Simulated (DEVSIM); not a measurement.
Structure: abrupt GaSb n-p junction, at 400 K.

```csv
layer (left to right),material,thickness (μm),Nd (cm⁻³),Na (cm⁻³),τn (s),τp (s)
1,GaSb,0.240,2.5e15,-,8.5e-10,8.5e-10
2,GaSb,0.710,-,3.3e15,8.5e-10,8.5e-10
```

Left contact: ohmic. Right contact: ohmic. Voltage is applied to the left contact. Recombination: SRH at mid-gap, Auger. Mobility is μmin + (μ − μmin)/(1 + (N/Nref)^α).

Constants are typed, rounded textbook-type inputs, not results; the design itself was drawn at random and stands for no fabricated device. Values at 300 K; Nc and Nv go as T^1.5, mobilities as T to minus their exponent, the gap by Varshni's rule with the affinity fixed.

```tsv
parameter	GaSb
gap (eV)	0.726
affinity (eV)	4.06
permittivity	15.7
Nc (cm⁻³)	2.1e17
Nv (cm⁻³)	1.8e19
μn (cm²/Vs)	5000
μp (cm²/Vs)	850
μn,min	1000
μp,min	190
Nref,n	2.8e17
Nref,p	9e17
αn	1.05
αp	0.65
T exponent of μn	2
T exponent of μp	1.7
Cn (cm⁶/s)	5e-30
Cp (cm⁶/s)	5e-30
Varshni α (eV/K)	0.00042
Varshni β (K)	140
```

Simulated with DEVSIM: 1D drift-diffusion, Boltzmann statistics, complete ionisation; no tunnelling, impact ionisation, image-force lowering or self-heating.

Question: Give the dark forward current.

Answer: 
(V (V), J (A/cm²)): (-0.05, -11); (-0.10, -46); (-0.15, -140); (-0.20, -350); (-0.25, -730); (-0.30, -1300); (-0.35, -2000)
